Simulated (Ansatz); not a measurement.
The starting structures come from a database of crystals and need not be the phases stable at ambient conditions.

By PBEsol, the system below comes out a metal.

Without scattering a metal conducts by its projected Fermi surface.

Consider the following.

```
CELL_PARAMETERS angstrom
      3.82221     0.00000     0.00000
      0.00000     3.82221     0.00000
      1.91111    -1.91111     4.28067
ATOMIC_POSITIONS crystal
  Ti 0.00000 0.00000 0.00000
  Al 0.50000 0.50000 0.00000
  Al 0.25000 0.25000 0.50000
  Al 0.75000 0.75000 0.50000
```

The cell is taken as given.

The current flows along the normal of the first two printed cell vectors, the (001) plane of the conventional cell. No spin-orbit coupling; the value is a mean over 0.1 eV about the Fermi level.

**Question.** Predict the ballistic conductance per area from PBEsol run with Ansatz (a program for electronic structure).

**Answer.** 0.49 × 10¹⁵ S/m² for both spins.
